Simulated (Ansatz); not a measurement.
Take Be$_{5}$Pt (space group F-43m, No. 216; a = 5.9399 Å; a cell from a computed database, its experimental status unchecked) as the base. Axes: x, y, z lie along the cube axes.

Computed with PBEsol in Ansatz (plane waves to 420 eV, PAW, spin-orbit coupling left out).

Strains are applied to the cell and any free atomic positions relax; under biaxial strain the out-of-plane vector relaxes too.

One change was made to it. Results:

The shortest interatomic distance decreases by 0.039 Å to 2.054 Å; the energy grows by 14 meV/atom.

### Question
Which change produced these results?
(A) isotropic strain +3.32 %
(B) biaxial strain −0.37 %, plane normal [111], relaxed out of plane
(C) isotropic strain −3.15 %
(D) uniaxial strain ε_yy = −3.44 %

### Answer
D, uniaxial strain ε_yy = −3.44 %. For comparison, the energy relative to the base in the other runs: isotropic strain −3.15 % gives +47 meV/atom; isotropic strain +3.32 % gives +43 meV/atom; biaxial strain −0.37 %, plane normal [111], relaxed out of plane gives +0.3 meV/atom.

Whether these cells are dynamically stable was not tested. All final runs are without spin polarisation.

Ansatz is a program for electronic structure.
